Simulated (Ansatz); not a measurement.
Results of LDA (Ansatz, a program for electronic structure, plane waves, PAW) for MoS (model structure, started from the WC type, P-6m2, No. 187, 2 atoms in the cell).

Numerical settings: plane-wave cutoff 520 eV, 18×18×18 k mesh, Fermi–Dirac smearing 0.05 eV, no spin polarisation, scalar-relativistic PAW data made under PBE.

Cell (relaxed at this level):

```
MoS
1.0
    3.14284     0.00000     0.00000
   -1.57142     2.72178     0.00000
    0.00000     0.00000     3.24412
Mo S
1 1
Direct
  0.00000   0.00000   0.00000
  0.66667   0.33333   0.50000
```

Problem. Predict the bulk modulus B0.

Solution. 
- bulk modulus B0 = 213 GPa

Note: the run has no spin polarisation, so it can have missed a magnetic state; the bulk modulus is −V dP/dV from two relaxed cells at ±2 % in volume; the relaxation could raise the start's symmetry but not lower it, so the cell can be a saddle point.

The result took roughly 70 core-seconds.

A model structure was made by putting elements into a prototype or built by hand; it is no filed structure, need not be a known phase, and can be a saddle point held by its symmetry.
